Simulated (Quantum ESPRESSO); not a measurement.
A self-consistent single point of TiS (P-6m2, 2 atoms in the cell) with Quantum ESPRESSO.

Method: LDA (PZ), GBRV 1.5 ultrasoft (LDA) pseudopotentials (plane waves; Quantum ESPRESSO).

```
CELL_PARAMETERS angstrom
      3.26717     0.00000     0.00000
     -1.63359     2.82945     0.00000
      0.00000     0.00000     3.21706
ATOMIC_POSITIONS crystal
  Ti 0.66667 0.33333 0.00000
  S  0.00000 0.00000 0.50000
```

Reference input (self-consistent single point, DFT, PBEsol, plane waves, GBRV 1.5 ultrasoft (PBESOL) pseudopotentials): ecutwfc = 50 Ry; ecutrho = 400 Ry; occupations = smearing; smearing = gauss; degauss = 0.0147 Ry; potentials = {Ti: ti_pbesol_v1.4.uspp.F.UPF, S: s_pbesol_v1.4.uspp.F.UPF}; K_POINTS = automatic 12 12 10 0 0 0; conv_thr = 1e-09 Ry; mixing_beta = 0.7. This run's input differs from it in these lines:

```diff
@@ -23,4 +23,4 @@
 ATOMIC_SPECIES
-Ti    47.8670  ti_pbesol_v1.4.uspp.F.UPF
-S     32.0600  s_pbesol_v1.4.uspp.F.UPF
+Ti    47.8670  ti_lda_v1.4.uspp.F.UPF
+S     32.0600  s_lda_v1.4.uspp.F.UPF
 CELL_PARAMETERS angstrom
```

Output, abridged:

```
     Self-consistent Calculation

     iteration #  1     ecut=    50.00 Ry     beta= 0.70

     Threshold (ethr) on eigenvalues was too large:
     Diagonalizing with lowered threshold

     negative rho (up, down):  9.841E-04 0.000E+00

     total energy              =    -143.49846705 Ry
     estimated scf accuracy    <       0.18071092 Ry

     iteration #  2     ecut=    50.00 Ry     beta= 0.70

     negative rho (up, down):  6.505E-04 0.000E+00

     total energy              =    -143.48175112 Ry
     estimated scf accuracy    <       0.39862773 Ry

     iteration #  3     ecut=    50.00 Ry     beta= 0.70

     negative rho (up, down):  5.700E-04 0.000E+00

     total energy              =    -143.57548335 Ry
     estimated scf accuracy    <       0.01385964 Ry

   [... 5 blocks of this kind left out ...]

     iteration #  9     ecut=    50.00 Ry     beta= 0.70

     negative rho (up, down):  5.361E-04 0.000E+00

     total energy              =    -143.57735454 Ry
     estimated scf accuracy    <          7.1E-09 Ry

     iteration # 10     ecut=    50.00 Ry     beta= 0.70

     negative rho (up, down):  5.361E-04 0.000E+00
     End of self-consistent calculation

     Number of k-points >= 100: set verbosity='high' to print the bands.

     the Fermi energy is    13.2865 ev

!    total energy              =    -143.57735454 Ry
     estimated scf accuracy    <          5.9E-12 Ry
     smearing contrib. (-TS)   =      -0.00063767 Ry
     internal energy E=F+TS    =    -143.57671687 Ry

     convergence has been achieved in  10 iterations

     negative rho (up, down):  5.361E-04 0.000E+00

     Forces acting on atoms (cartesian axes, Ry/au):

     atom    1 type  1   force =     0.00000000   -0.00000000    0.00000000
     atom    2 type  2   force =     0.00000000    0.00000000    0.00000000

     Total force =     0.000000     Total SCF correction =     0.000000

     negative rho (up, down):  5.361E-04 0.000E+00
          total   stress  (Ry/bohr**3)                   (kbar)     P=      -91.15
  -0.00058580  -0.00000000   0.00000000          -86.17       -0.00        0.00
  -0.00000000  -0.00058580   0.00000000           -0.00      -86.17        0.00
   0.00000000  -0.00000000  -0.00068730            0.00       -0.00     -101.10

   JOB DONE.
```

The run converged in 10 iterations. Against the reference run the pressure goes from -5.57 to -9.12 GPa.

The starting cell comes from a database of computed structures (which also holds hypothetical and non-ambient phases and stackings), without a prior relaxation at this level. Spin polarisation is off, so a magnetic state, if there is one, cannot be reached. With a pressure of about -9 GPa the cell is away from its equilibrium volume at this level.

Cost on one core of a shared machine: roughly 40 s.
